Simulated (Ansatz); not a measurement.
The reference is InAs in the zinc blende structure (space group F-43m, No. 216; a = 6.1096 Å). Axes: x, y, z lie along the cube axes.

All numbers come from Ansatz (an electronic-structure program), r2SCAN, PAW, cutoff 500 eV, without spin-orbit coupling.

Now apply this change: uniaxial strain ε_zz = −0.50 %, all other strain components held at zero, atoms relaxed at fixed cell.

Predict the stress tensor and what it implies for the stiffness.

Stress of the strained cell less that of the base (GPa, compression positive):
```
   0.23    0.00    0.00
   0.00    0.23    0.00
   0.00    0.00    0.41
```

Then −Δσ_ii/ε with ε = -0.0050 gives relaxed-ion elastic constants: C33 ≈ 82 GPa.

Whether these cells are dynamically stable was not tested.
